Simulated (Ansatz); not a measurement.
# A computed series for Zr: pressure series

The parent structure is Zr in the hcp (Mg type) structure (space group P6_3/mmc, No. 194; a = 3.2316 Å, c = 5.1736 Å).

Cell and atoms are relaxed at each pressure.

All numbers come from PBE in Ansatz (plane waves to 420 eV, PAW, no spin-orbit coupling), earlier PAW set.

```
pressure (GPa)  volume per atom (Å³/atom)
--------------  -------------------------
-2                                 23.921
-1                                 23.652
0                                  23.395
1.8                                22.963
4.2                                22.433
9                                  21.505
18                                 20.080
30                                      ?
45                                 17.194
```

Question: Fit the third-order Birch–Murnaghan form P(V) = (3B₀/2)[(V₀/V)^(7/3) − (V₀/V)^(5/3)]·[1 + (3/4)(B₀′ − 4)((V₀/V)^(2/3) − 1)] (squares taken in P) to the rows shown and predict the withheld row.

Answer: Least squares on the printed values gives V₀ = 23.397 Å³/atom, B₀ = 93.8 GPa, B₀′ = 3.1; this predicts 18.613 Å³/atom, and the run gives 18.604 Å³/atom, 0.009 lower.

Load acts through the strain it causes; cell and atoms are relaxed under it. No phonon test of stability was made. The final runs are not spin-polarised. Measured, Zr leaves this structure (for the ω phase) near 3 GPa (temperature not stated; as listed in C. Cazorla, D. Alfè, M. J. Gillan, Physical Review B (2008)).

Ansatz is a first-principles code.
